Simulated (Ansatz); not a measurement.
Consider interstitial Na in corundum, charge state +1. The step: several atoms move together, Na the farthest; the atom moves 2.78 Å along (-0.33, 0.33, 0.01) of the unit cell; at the end the Na atom holds a host Al site and a host atom stands off its site; the moving atom starts with neighbours 2 Al at 2.24; 6 O at 2.05 Å and ends with Al at 2.21, Al at 2.40; 3 O at 2.02, 3 O at 2.13 Å. A PBE band in Ansatz (plane-wave PAW, the Γ point alone, 120 host sites, 52 SCF runs with any check of the saddle's order, static, no finite-size correction) gives a forward barrier of 2.39 eV. The saddle point's order was not checked. The charge state is imposed; whether it is stable for some Fermi level was not computed. Sites that were not tried may lie lower.

Single points at the band's start and saddle point can refine it. Rough cost of one point, in units of the band's mean SCF on the same machine:

| Level | Cost of one point |
|---|---|
| PBE, a 2×2×2 k-point mesh shifted by half a step along c | about 9 |
| r2SCAN at 500 eV, the Γ point alone | about 4 |

**Question.** Which of these move the barrier by more than 0.1 eV, and how far does each move it?

**Answer.** Not one does. PBE, a 2×2×2 k-point mesh shifted by half a step along c: +0.01 eV; r2SCAN at 500 eV, the Γ point alone: +0.07 eV. Each functional is compared with PBE at the same k-points.

Ansatz is a first-principles code.
